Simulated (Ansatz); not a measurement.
# A computed series for CdSe: response to strain

Base system: CdSe in the wurtzite structure (space group P6_3mc, No. 186; a = 4.2475 Å, c = 6.9410 Å). Axes: x lies along a and z along c of the hexagonal cell.

Strains are applied to the cell and any free atomic positions relax; under biaxial strain the out-of-plane vector relaxes too.

Computed with LDA (Ansatz, a quantum-chemistry and plane-wave program), spin-orbit coupling left out.

Notes on the quantities. in-plane stress: mean in-plane stress (compression positive).

```tsv
variant	shortest interatomic distance	in-plane stress	band gap
base	4.914 bohr	–	0.46 eV
biaxial strain +0.60 %, plane normal [001], relaxed out of plane	4.926 bohr	-0.5 GPa	0.47 eV
biaxial strain +1.20 %, plane normal [001], relaxed out of plane	4.936 bohr	-1.1 GPa	0.45 eV
biaxial strain +1.80 %, plane normal [001], relaxed out of plane	4.941 bohr	-1.6 GPa	0.41 eV
biaxial strain +2.40 %, plane normal [001], relaxed out of plane	4.946 bohr	-2.1 GPa	0.38 eV
biaxial strain +3.00 %, plane normal [001], relaxed out of plane	4.951 bohr	-2.6 GPa	0.35 eV
```

Gaps are read on the SCF mesh and a high-symmetry path. Whether these cells are dynamically stable was not tested.
